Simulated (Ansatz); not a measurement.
Mo2B2Si (model structure, started from the Fe2AlB2 type, Cmmm, No. 65, 5 atoms in the cell)

These are r²SCAN (plane waves, PAW; Ansatz, a first-principles code) values and carry that method's errors.

Numerical settings: plane-wave cutoff 560 eV, 20×20×18 k mesh (along the axes of the cell as run), Fermi–Dirac smearing 0.05 eV, no spin polarisation, scalar-relativistic PAW data made under PBE.

Cell (relaxed at this level):

Mo$_{2}$B$_{2}$Si has the orthorhombic space group Cmmm (No. 65), Pearson symbol oS10. Lattice parameters: a = 3.054 Å, b = 11.069 Å, c = 3.132 Å, α = β = γ = 90.00°. Si on 2a is surrounded by 2 B at 2.286 Å and 8 Mo at 2.659 Å. Mo on 4j is coordinated by 6 B at 2.320–2.339 Å and 4 Si at 2.659 Å and 7 Mo at 2.939–3.132 Å. B on 4i has 2 B at 1.806 Å and 1 Si at 2.286 Å and 6 Mo at 2.320–2.339 Å. (Neighbours: up to the widest gap in distance over summed covalent radii, below 1.35, at either atom; cation-cation and far metal-metal contacts left out.)
(The calculation used a cell of 5 atoms; values per cell refer to that cell.)

```yaml
bulk modulus B0: 273 GPa
```

Note: the run has no spin polarisation, so it can have missed a magnetic state; the bulk modulus is −V dP/dV from two relaxed cells at ±2 % in volume; the relaxation could raise the start's symmetry but not lower it, so the cell can be a saddle point.

Static lattice: no zero-point or thermal effects.

It cost around 23 core-minutes (rough) of CPU time.

A model structure was made by putting elements into a prototype or built by hand; it is no filed structure, need not be a known phase, and can be a saddle point held by its symmetry.
